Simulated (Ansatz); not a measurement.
Output of an Ansatz run (abridged):

```
WARN basis.ecutwfc = 420 eV, the default
WARN ansatz: RAYON_NUM_THREADS=1 ignored (pool sized by the plan → 1); use --threads N
basis.fft_grid_basis auto: the FFT boxes are laid along the combinations [[1, 0, 1], [0, 1, 1], [0, 0, 1]] of the cell's own vectors, 4.988, 4.988 and 9.422 Å …
Pseudopotentials: kind: paw
Pseudopotential: Pb, paw, valence charge 14
Pseudopotential: Ba, paw, valence charge 10
Pseudopotential: S, paw, valence charge 6
Crystal: 7 atoms, lattice volume = 217.350 Å³
Basis set: ecut = 420 eV, 4281 PW (Γ), FFT grids on a1+a3, a2+a3, a3, exchange–correlation on 72×72×128 points (8 copies of the dense FFT grid, shifted against one another)
Bands: 36, of which v1, the nominal top of the filled ones, is band 29 counted from 1 (28 counted from 0)
Symmetry: 16 space group operations
Space group: I4/mmm (ITA 139), of the structure as read, at distance tolerance 6.0e-5 Å
k-points: 59 of 512
PAW frozen core: Pb, regenerated for the run's functional, and the local potential with it
PAW frozen core: Ba, regenerated for the run's functional, and the local potential with it
PAW frozen core: S, regenerated for the run's functional, and the local potential with it
Initial density: superposition of atomic densities (neutral atoms: chi_scale 0, normalization atom), corrected by the library's trained network
Initial wavefunctions: pseudopotential atomic-orbital guess
Eigensolver: davidson
Functional: x = pbesol(κ = 0.804, μ = 0.12345679012345678), c = pbesol(β = 0.046)
SCF iter   1: F=—  HF=-27027.166885 eV  |F-HF|=—  |Δ(HF+E_count)|=         —  Δρ=4.69e-3  dr2=9.86e-2  ethr=1.77e-3  ⟨swp⟩=11.2  Hψ=13172  notcnv=0  defer=27
all-band conjugate gradients solve this SCF's bands
preconditioner: auto → LDOS
SCF iter   2: F=—  HF=-27027.146682 eV  |F-HF|=—  |Δ(HF+E_count)|=   2.02e-2  Δρ=1.60e-3  dr2=9.21e-3  ethr=1.70e-4  ⟨swp⟩=2.3  Hψ=3504  notcnv=0  defer=53
preconditioner: auto → Kerker (q_TF=auto, 2.189 Å⁻¹)
SCF iter   3: F=—  HF=-27027.145919 eV  |F-HF|=—  |Δ(HF+E_count)|=   7.63e-4  Δρ=6.04e-4  dr2=1.96e-3  ethr=1.59e-5  ⟨swp⟩=2.0  Hψ=2727  notcnv=0  defer=53
SCF iter   4: F=—  HF=-27027.145826 eV  |F-HF|=—  |Δ(HF+E_count)|=   9.25e-5  Δρ=2.68e-4  dr2=3.80e-4  ethr=3.39e-6  ⟨swp⟩=1.3  Hψ=2089  notcnv=0  defer=53
SCF iter   5: F=—  HF=-27027.145806 eV  |F-HF|=—  |Δ(HF+E_count)|=   2.04e-5  Δρ=6.82e-5  dr2=8.37e-5  ethr=6.54e-7  ⟨swp⟩=2.0  Hψ=2513  notcnv=0  defer=53
SCF iter   6: F=—  HF=-27027.145909 eV  |F-HF|=—  |Δ(HF+E_count)|=   1.03e-4  Δρ=2.61e-5  dr2=4.49e-6  ethr=1.44e-7  ⟨swp⟩=2.1  Hψ=3075  notcnv=0  defer=53
SCF iter   7: F=—  HF=-27027.145909 eV  |F-HF|=—  |Δ(HF+E_count)|=   5.69e-7  Δρ=8.02e-6  dr2=4.30e-7  ethr=7.74e-9  ⟨swp⟩=2.2  Hψ=3086  notcnv=0  defer=53
SCF iter   8: F=-27027.145909 eV  HF=-27027.145909 eV  |F-HF|=1.42e-8  |Δ(HF+E_count)|=   1.78e-7  Δρ=3.07e-6  dr2=7.36e-8  ethr=1.72e-10  ⟨swp⟩=13.5  Hψ=12340  notcnv=0
SCF 1 converged in 8 iterations: F = -27027.145909 eV  dr2 = 7.36e-8
SCF converged after 8 iterations
Free energy (F): -27027.145909 eV
Harris-Foulkes:  -27027.145909 eV  (|F-HF|=1.42e-8)
Internal energy: -27026.959303 eV  (E = F + TS)
E sigma→0 (E₀):  -27027.052606 eV
Entropy (-TS):   -0.186606 eV (-26.658 meV/atom)
Fermi energy:    5.449922 eV
--- Per-component energies (eV) ---
  E_band       = -232.943457
  E_kinetic    = 1048.406536
  E_local      = -2917.295892  (includes V_loc(G=0)·N_el)
  E_nonlocal   = 584.209258
  E_hartree    = 1118.153785
  E_xc         = -934.071012
  E_vxc        = -749.400039  (∫ρ·V_xc dr)
  E_paw        = -22876.845537  (= ΣΔE_a)
  E_vpaw       = -435.175122  (= ΣTr[D̂ρ^β])
  E_aug_tail   = 0.000050  (compensation charges beyond the density's cutoff)
  E_ewald      = -3050.129272
  E_core_change = 0.612780  (= ΣΔE_core)
  E_smearing   = -0.186606  (= −TS)
  E_closure    = 0.000000  (closes the sum)
  Σ components = -27027.145909   (vs F -27027.145909, Δ=0.00e0)
--- Forces (eV/Å), atoms counted from 1 ---
  atom   1  Pb    -0.00000000     0.00000000    -0.00000000
  atom   2  Ba    -0.00000000     0.00000000    -0.24135006
  atom   3  Ba    -0.00000000    -0.00000000     0.24135006
  atom   4  S      0.00000000     0.00000000    -0.00000000
  atom   5  S     -0.00000000     0.00000000    -0.00000000
  atom   6  S     -0.00000000     0.00000000    -0.73390878
  atom   7  S      0.00000000    -0.00000000     0.73390878
  max |Σ_I F_I| component: 3.04e-18 eV/Å
--- Stress (GPa, compression-positive) ---
        0.280099       0.000000       0.000000
        0.000000       0.280099      -0.000000
       -0.000000       0.000000      -6.556031
  P = ⅓ Tr σ = -1.9986 GPa (-19.986 kbar)
  The stress holds the Pulay correction. Without it, at fixed plane waves, as pw.x and ABINIT print it: P = -2.0032 GPa
--- Band table (eV; the first three rows and the last of 59) ---
  k-point 0: bands = ["-21.2035", "-21.1963", "-11.6159", "-11.2649", "-11.0749", "-11.0239", "-11.0239", "-7.8575", "-6.4431", "-6.3818", "-6.3251", "-6.3251", "-6.3211", "-6.3211", "-5.1000", "-4.6141", "-4.4894", "0.4799", "0.6159", "0.6159", [...]
  k-point 1: bands = ["-21.2021", "-21.1956", "-11.5873", "-11.2447", "-11.0773", "-11.0250", "-11.0248", "-7.7651", "-6.5364", "-6.4315", "-6.3665", "-6.3395", "-6.3155", "-6.2211", "-5.3264", "-4.5675", "-4.4749", "-1.0541", "1.1462", "2.1997", [...]
  k-point 2: bands = ["-21.1988", "-21.1940", "-11.5142", "-11.1970", "-11.0830", "-11.0276", "-11.0272", "-7.4982", "-6.5897", "-6.5346", "-6.4858", "-6.3741", "-6.3213", "-6.1306", "-5.7193", "-4.5214", "-4.4951", "-2.4591", "2.4723", "2.5767", [...]
  k-point 58: bands = ["-21.2004", "-21.1994", "-11.6159", "-11.2646", "-11.0749", "-11.0239", "-11.0239", "-7.8784", "-6.5486", "-6.3426", "-6.3426", "-6.3035", "-6.3035", "-6.1670", "-5.1001", "-4.6555", "-4.5849", "0.5586", "0.6175", "0.6175", [...]
```

The structure:

```xyz
7
Lattice="-2.4939 2.4939 8.7369 2.4939 -2.4939 8.7369 2.4939 2.4939 -8.7369" Properties=species:S:1:pos:R:3 pbc="T T T"
Pb     0.0000     0.0000     0.0000
Ba     0.0000     0.0000     6.3037
Ba     0.0000     0.0000    11.1701
S      0.0000     2.4939     0.0000
S      2.4939     0.0000     0.0000
S      0.0000     0.0000     3.1872
S      0.0000     0.0000    14.2866
```

Problem. Reconstruct the input of this run.

Solution. Other spellings and defaults could give the same log, and not every line can be read from it. The input that was run (DFT, PBEsol, plane waves, default PAW files made with PBE):

Ansatz 0.2 input:
```yaml
crystal:
  lattice:
    - [-2.493855, 2.493855, 8.736899]
    - [2.493855, -2.493855, 8.736899]
    - [2.493855, 2.493855, -8.736899]
  atoms:
    - { symbol: Pb, position_ang: [0.000000, 0.000000, 0.000000] }
    - { symbol: Ba, position_ang: [-0.000000, 0.000000, 6.303673] }
    - { symbol: Ba, position_ang: [-0.000000, 0.000000, 11.170125] }
    - { symbol: S, position_ang: [0.000000, 2.493855, 0.000000] }
    - { symbol: S, position_ang: [2.493855, 0.000000, 0.000000] }
    - { symbol: S, position_ang: [-0.000000, 0.000000, 3.187221] }
    - { symbol: S, position_ang: [0.000000, -0.000000, 14.286577] }
kpoints:
  mp_grid: { grid: [8, 8, 8] }
hamiltonian:
  xc: pbesol
  pseudopotentials: { kind: paw }
scf:
  occupations: { method: fermi_dirac, width: 0.1 }
output:
  forces: true
  eigenvalues: true
  stress: true
```

The starting cell was generated: these elements placed on a structure prototype, without a prior relaxation; it need not be a known phase or ordering of this composition. Its lattice was rescaled by a random factor within 2.5 % of one. Spin-orbit coupling is off. Ansatz's pressure includes its estimate of the finite-basis (Pulay) stress. The run gives no clean gap (levels at the Fermi energy touch, overlap or are partly filled at this smearing), which alone does not show that the compound is a metal.

Ansatz is a program for electronic structure.
